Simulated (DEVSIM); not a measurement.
Structure: abrupt InP p-n junction, at 300 K.

Layer 1 from the left is InP, thickness (μm) 96.0, Na (cm⁻³) 7.4e16, τn (s) 8.7e-9, τp (s) 8.7e-9. Layer 2 from the left is InP, thickness (μm) 140, Nd (cm⁻³) 1.7e14, τn (s) 8.7e-9, τp (s) 8.7e-9.

Left contact: ohmic. Right contact: ohmic. Voltage is applied to the left contact. Recombination: SRH at mid-gap, radiative, Auger. Mobility is constant in doping.

The device is made up for the run: typed textbook-type constants, with dimensions and the other settings drawn at random. Values at 300 K.

InP: gap (eV) 1.344, affinity (eV) 4.38, permittivity 12.5, Nc (cm⁻³) 5.7e17, Nv (cm⁻³) 1.1e19, μn (cm²/Vs) 5200, μp (cm²/Vs) 170, B (cm³/s) 1.2e-10, Cn (cm⁶/s) 9e-31, Cp (cm⁶/s) 9e-31.

Simulated with DEVSIM: 1D drift-diffusion, Boltzmann statistics, complete ionisation; no tunnelling, impact ionisation, image-force lowering or self-heating.

Task: What does the simulation give for the dark forward voltage at 1 A/cm², the largest field in the device at zero bias?

Result: dark forward voltage at 1 A/cm² 0.984 V; largest field in the device at zero bias 15000 V/cm.
